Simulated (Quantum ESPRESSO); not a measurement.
Input and output of a self-consistent single point for HfAu2 (I4/mmm, 3 atoms in the cell) (Quantum ESPRESSO).

Method of the run: LDA (PZ), GBRV 1.5 ultrasoft (LDA) pseudopotentials (plane waves; Quantum ESPRESSO).

```xyz
3
Lattice="-1.7729 1.7729 4.3563 1.7729 -1.7729 4.3563 1.7729 1.7729 -4.3563" Properties=species:S:1:pos:R:3 pbc="T T T"
Hf     0.0000     0.0000     0.0000
Au     0.0000     0.0000     5.8144
Au     0.0000     0.0000     2.8982
```

Reference input (self-consistent single point, DFT, LDA (PZ), plane waves, GBRV 1.5 ultrasoft (LDA) pseudopotentials): ecutwfc = 40 Ry; ecutrho = 320 Ry; occupations = smearing; smearing = marzari-vanderbilt; degauss = 0.0036749 Ry; potentials = {Hf: hf_lda_v1.uspp.F.UPF, Au: au_lda_v1.uspp.F.UPF}; K_POINTS = automatic 12 12 12 1 1 1; conv_thr = 1e-10 Ry; mixing_beta = 0.7. This run's input differs from it in these lines:

```diff
@@ -16,3 +16,3 @@
  smearing = 'marzari-vanderbilt'
- degauss = 0.0036749
+ degauss = 0.0147
 /
```

Output (repeated stretches shortened):

```
     Self-consistent Calculation

     iteration #  1     ecut=    40.00 Ry     beta= 0.70

     negative rho (up, down):  1.081E-01 0.000E+00

     total energy              =    -386.74687195 Ry
     estimated scf accuracy    <       3.50089420 Ry

     iteration #  2     ecut=    40.00 Ry     beta= 0.70

     negative rho (up, down):  1.091E-01 0.000E+00

     total energy              =    -387.73062860 Ry
     estimated scf accuracy    <       5.39477695 Ry

     iteration #  3     ecut=    40.00 Ry     beta= 0.70

     negative rho (up, down):  1.120E-01 0.000E+00

     total energy              =    -388.49749862 Ry
     estimated scf accuracy    <       0.08150061 Ry

   [... 8 blocks of this kind left out ...]

     iteration # 12     ecut=    40.00 Ry     beta= 0.70

     negative rho (up, down):  1.121E-01 0.000E+00

     total energy              =    -388.55141211 Ry
     estimated scf accuracy    <          1.1E-10 Ry

     iteration # 13     ecut=    40.00 Ry     beta= 0.70

     negative rho (up, down):  1.121E-01 0.000E+00
     End of self-consistent calculation

     Number of k-points >= 100: set verbosity='high' to print the bands.

     the Fermi energy is    16.3545 ev

!    total energy              =    -388.55141211 Ry
     estimated scf accuracy    <          3.8E-11 Ry
     smearing contrib. (-TS)   =      -0.00076667 Ry
     internal energy E=F+TS    =    -388.55064544 Ry

     convergence has been achieved in  13 iterations

     negative rho (up, down):  1.121E-01 0.000E+00

     Forces acting on atoms (cartesian axes, Ry/au):

     atom    1 type  1   force =     0.00000000    0.00000000    0.00000000
     atom    2 type  2   force =     0.00000000    0.00000000    0.00040490
     atom    3 type  2   force =     0.00000000    0.00000000   -0.00040490

     Total force =     0.000573     Total SCF correction =     0.000006

     negative rho (up, down):  1.121E-01 0.000E+00
          total   stress  (Ry/bohr**3)                   (kbar)     P=      -79.35
  -0.00051326  -0.00000000  -0.00000000          -75.50       -0.00       -0.00
  -0.00000000  -0.00051326   0.00000000           -0.00      -75.50        0.00
   0.00000000  -0.00000000  -0.00059162            0.00       -0.00      -87.03

   JOB DONE.
```

The run converged in 13 iterations. Against the reference run the free energy drops by 1.4 meV/atom, the pressure hardly changes (-7.98 to -7.93 GPa) and the largest force goes from 0.020 to 0.010 eV/Å.

The starting cell comes from a database of computed structures (which also holds hypothetical and non-ambient phases and stackings), without a prior relaxation at this level. With a pressure of about -8 GPa the cell is away from its equilibrium volume at this level.

Cost on one core of a shared machine: roughly 5 min.
